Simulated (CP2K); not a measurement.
Band structure of Bi (R-3m, 2 atoms in the cell).

```
CELL_PARAMETERS angstrom
      4.74654     0.00000     0.00000
      2.56575     3.99332     0.00000
      2.56575     1.40118     3.73943
ATOMIC_POSITIONS crystal
  Bi 0.23400 0.23400 0.23400
  Bi 0.76600 0.76600 0.76600
```

Level of theory: PBE, GPW, DZVP-MOLOPT-SR-GTH basis, GTH-PBE potentials (GTH_POTENTIALS) (CP2K).

Settings: CUTOFF = 400 Ry; REL_CUTOFF = 50 Ry; SMEAR/METHOD = FERMI_DIRAC; ELECTRONIC_TEMPERATURE = 1160.45 K; KPOINTS/SCHEME = MONKHORST-PACK 6 6 6; GAMMA_CENTERED = T; XC_FUNCTIONAL = PBE; Bi/BASIS_SET = DZVP-MOLOPT-SR-GTH-q5; Bi/POTENTIAL = GTH-PBE-q5; METHOD = GPW; EPS_DEFAULT = 1e-10; EXTRAPOLATION = USE_GUESS; NGRIDS = 4; SCF_GUESS = ATOMIC.

The starting cell has typed, rounded lattice constants, without a prior relaxation at this level. Spin-orbit coupling is off. Values carry the incompleteness of an atom-centred basis.

Levels in eV from the Fermi level, bands 2 to 7:
| point | 2 | 3 | 4 | 5 | 6 | 7 |
|---|---|---|---|---|---|---|
| Γ | -7.44 | -1.43 | -1.18 | -1.18 | 2.54 | 3.02 |
| L | -10.48 | -1.34 | -1.22 | -0.26 | -0.25 | 0.50 |
| Z | -9.87 | -0.90 | -0.66 | -0.66 | 0.65 | 0.65 |
| F | -9.45 | -4.68 | -3.00 | -2.89 | 2.39 | 4.95 |
| P1 | -9.90 | -4.44 | -2.46 | -2.39 | 2.80 | 3.46 |
| P | -9.90 | -4.44 | -2.46 | -2.39 | 2.80 | 3.46 |

Bands cross the Fermi level along this path, so the cell is metallic at this level.

Higher empty bands are left out: an atom-centred basis made for the valence describes them poorly.
